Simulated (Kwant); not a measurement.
Model system: quantum point contact (saddle potential) in a GaN two-dimensional gas. Effective mass 0.22 mₑ, grid spacing 2 nm, hard walls, nominal width 60 nm (29 grid rows, so walls 60 nm apart), one parabolic valley, scattering region 180 nm long along x; energies count from the band bottom; Fermi energy 0.0225 eV. Potential (V0 + ½k y²) cos²(πx/L) for |x| < L/2, with V0 swept from 0.023625 to 0 eV, k = 0.00027 eV/nm², L = 46 nm.

The device is made up for the run: typed textbook-type constants, with dimensions and the other settings drawn at random.

Model: effective-mass tight-binding model on a square grid, one spin, coherent transport at 0 K (Kwant). Conductance is in e²/h.

Sweep values stay those of the base run.

Base results: G (e²/h) at V0 = 6.163 meV 1.88; mean G (e²/h) over the sweep 1.12; G (e²/h) at V0 = 17.80 meV 0.49; G (e²/h) at V0 = 11.98 meV 1.04.

### Question
What follows from this one change: length of the gated region 46 → 12 nm?

### Answer
G at V0 = 6.163 meV 1.88 → 2.01 e²/h; mean G over the sweep 1.12 → 1.48 e²/h; G at V0 = 17.80 meV 0.49 → 0.88 e²/h; G at V0 = 11.98 meV 1.04 → 1.41 e²/h.

### Question
What follows from this one change: effective mass 0.22 → 0.18 mₑ?

### Answer
G at V0 = 6.163 meV 1.88 → 1.62 e²/h; mean G over the sweep 1.12 → 1.03 e²/h; G at V0 = 17.80 meV 0.49 → 0.41 e²/h; G at V0 = 11.98 meV 1.04 → 1.01 e²/h.
